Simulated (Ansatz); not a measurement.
Start from a 24-atom supercell of FeS2 (space group Pnnm, No. 58; non-magnetic) at its relaxed geometry.

```xyz
24
Lattice="4.3675 -5.3332 0.0000 4.3675 5.3332 0.0000 -4.3675 0.0000 6.6890" Properties=species:S:1:pos:R:3 pbc="T T T"
Fe     2.1837     2.6666     1.6722
Fe     2.1837     2.6666     5.0167
Fe     2.1837    -2.6666     1.6722
Fe     2.1837    -2.6666     5.0167
Fe     0.0000     0.0000     0.0000
Fe     0.0000     0.0000     3.3445
Fe     4.3675     0.0000     0.0000
Fe     4.3675     0.0000     3.3445
S      3.0886     4.6633     1.6722
S     -1.2789    -0.6698     5.0167
S      3.0886    -0.6698     1.6722
S      3.0886    -0.6698     5.0167
S      5.2723    -1.9967     0.0000
S      0.9049     3.3364     3.3445
S      5.2723     3.3364     0.0000
S      0.9049    -1.9967     3.3445
S      3.4626     1.9967     0.0000
S      3.4626     1.9967     3.3445
S      3.4626    -3.3364     0.0000
S      3.4626    -3.3364     3.3445
S      1.2789     0.6698     1.6722
S      1.2789     0.6698     5.0167
S      5.6463     0.6698     1.6722
S      1.2789    -4.6633     5.0167
```

Computed with PBEsol/PAW in Ansatz (a first-principles code), without spin-orbit coupling, earlier PAW set.

Before the change:

* **Mean distance from the defect site to its nearest host atoms**: 2.20 Å
* **Pressure**: 0.0 GPa

It is then changed as follows: one Fe atom is replaced by Hg, atoms relaxed at fixed cell, starting from a slightly rattled geometry.

Tabulated Pauling electronegativity and covalent radius: Fe 1.83, 1.32 Å; Hg 2.00, 1.32 Å.

Question: What happens to the mean distance from the defect site to its nearest host atoms, pressure and largest displacement of a host atom from its site in the perfect cell?

Answer: The mean distance from the defect site to its nearest host atoms grows by 0.25 Å (2.20 Å → 2.45 Å); the pressure goes from zero to 12.3 GPa; the largest displacement of a host atom from its site in the perfect cell is 0.27 Å.

Other magnetic orders, which the real material may have, were not ruled out. In so small a cell the defect repeats every few ångströms: this is an ordered compound, not a dilute defect. Seeded moments were not kept for Hg on a Fe site and the base. Spin-polarised in the final run: Hg on a Fe site; the other runs are not. The defect cell is spin-polarised and ends with 0.0 μB.
